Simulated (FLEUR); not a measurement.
A self-consistent single point of Nb (Im-3m, 1 atom in the cell) with FLEUR.

Method: PBEsol, all-electron FLAPW (FLEUR), scalar-relativistic valence.

```yaml
crystal:
  lattice:
    - [-1.65649, 1.65649, 1.65649]
    - [1.65649, -1.65649, 1.65649]
    - [1.65649, 1.65649, -1.65649]
  atoms:
    - { symbol: Nb, position: [0.00000, 0.00000, 0.00000] }
```

Reference input (self-consistent single point, DFT, PBE, all-electron FLAPW (FLEUR), scalar-relativistic valence): Kmax = 4 1/bohr; GmaxXC = 20 1/bohr; xcFunctional = pbe; jspins = 1; l_soc = F; mode = hist; fermiSmearingEnergy = 0.00183747 Htr; mesh (inpgen div1-3) = 9 9 9; inpgen gamma flag = false; Gmax = 20 1/bohr; numbands = 0; maxIterBroyd = 15. This run's input differs from it in these lines:

```diff
@@ -13,2 +13,3 @@
 &comp jspins=1 /
+&exco xctyp='PBEs' /
 &kpt div1=9 div2=9 div3=9 /
@@ -25,3 +26,3 @@
       <coreElectrons ctail="T" frcor="F" kcrel="0" coretail_lmax="0"/>
-      <xcFunctional name="pbe" relativisticCorrections="F"/>
+      <xcFunctional name="PBEs" relativisticCorrections="F"/>
       <magnetism jspins="1"/>
```

The program printed (abridged):

```
 Iteration:     1   Distance:      11.90790832 me/bohr^3
 Iteration:     2   Distance:      10.91801603 me/bohr^3
 Iteration:     3   Distance:       4.33735011 me/bohr^3
 Iteration:     4   Distance:       2.39252503 me/bohr^3
 Iteration:     5   Distance:       1.10288395 me/bohr^3
   [... 4 lines left out ...]
 Iteration:    10   Distance:       0.00078575 me/bohr^3
 Iteration:    11   Distance:       0.00039418 me/bohr^3
 Iteration:    12   Distance:       0.00002838 me/bohr^3
 Iteration:    13   Distance:       0.00000158 me/bohr^3
 Run finished successfully
 Stop message:
   Structural relaxation: Done

[file out, last iteration]
             iter=     14
[...]
          total density-effective poten   -6.2106204448E+03
          total charge density-energy d   -1.1696914255E+02
 Updated energy parameters for spin:           1
[...]
 fermi energy and band-weighting factors:
    0.676193    0.863675    0.863675

[...]
FERMIE:
          first approx. to ef    (T=0)  :   0.497654 htr   (energy of the highest occ. eigenvalue)
          number of occ. states  (T=0)  :        223
          first approx. to seigv (T=0)  :  -4.449425 htr
          sum of weights of occ. states :   6.517147
          sum of semicore charge        :   0.000000 e
FERHIS:  Fermi-Energy by histogram:
          bandgap                     :   0.000673 htr
   [... lines left out ...]
          charge neutrality (T=0)     :   0.034294    (zero if the highest occ. eigenvalue is "entirely" occupied)
     EF_NEWTON:  Adjust Fermi-Energy by Newton-Method.
 Direct bandgap for spin            1 :    4.4169041473221871E-002  Htr
   [... lines left out ...]
 ---->    (input%tkb*entropy) TS=              0.0004405479 htr
 ---->    free energy=                     -3818.3857299840 htr
      extrapolation for T->0
 ---->    total electron energy=           -3818.3855097101 htr
 ***** TOTAL FORCES ON ATOMS *****
 TOTAL FORCE FOR ATOM TYPE=  1  X=  0.000   Y=  0.000   Z=  0.000
                       FX_TOT= 0.000000 FY_TOT= 0.000000 FZ_TOT= 0.000000
 Structural relaxation: Done
```

The run converged in 13 iterations. FLEUR gives forces in its relaxation mode, with a further iteration, so its stop message speaks of a relaxation. 

The starting cell comes from a database of computed structures (which also holds hypothetical and non-ambient phases and stackings), without a prior relaxation at this level. Its lattice was rescaled by a random factor within 2.5 % of one. Spin polarisation is off. Values depend on the basis (sphere radii, cutoffs, local orbitals), which need not be converged. The log's line on a gap gives a spacing of levels on this mesh, which the program prints for metals too.
